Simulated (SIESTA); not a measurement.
Band structure of TlBr (Pm-3m, 2 atoms in the cell).

```xyz
2
Lattice="3.9900 0.0000 0.0000 0.0000 3.9900 0.0000 0.0000 0.0000 3.9900" Properties=species:S:1:pos:R:3 pbc="T T T"
Tl     0.0000     0.0000     0.0000
Br     1.9950     1.9950     1.9950
```

Level of theory: GGA PBE, numerical atomic orbitals DZP, PseudoDojo PBE standard norm-conserving potentials (rewritten from UPF to PSML) (SIESTA).

Settings: XC.functional = GGA; XC.authors = PBE; potentials = PseudoDojo PBE standard; PAO.BasisSize = DZP; PAO.EnergyShift = 0.01 Ry; MeshCutoff = 350 Ry; kgrid.MonkhorstPack = 8 8 8; OccupationFunction = FD; ElectronicTemperature = 0.02 eV; MaxSCFIterations = 150; SCF.Mixer.Method = Broyden; SCF.Mixer.Weight = 0.2; SCF.Mixer.History = 8; SCF.DM.Tolerance = 1.0E-05.

The starting cell has typed, rounded lattice constants, without a prior relaxation at this level. Spin-orbit coupling is off. Values carry the incompleteness of an atom-centred basis.

### Question
Predict the gap along the standard path and the places of the band edges.

### Answer
The gap along the path is 1.94 eV, direct at X to within 0.01 eV.

Levels in eV from the top of the valence band on the path, bands 7 to 11:
```csv
point,7,8,9,10,11
Γ,-4.66,-1.23,-1.23,-1.23,7.07
X,-5.55,-0.76,-0.76,0.00,1.94
M,-3.82,-2.87,-2.87,-0.65,4.93
R,-2.84,-1.87,-1.87,-1.87,2.17
```

Higher empty bands are left out: an atom-centred basis made for the valence describes them poorly.
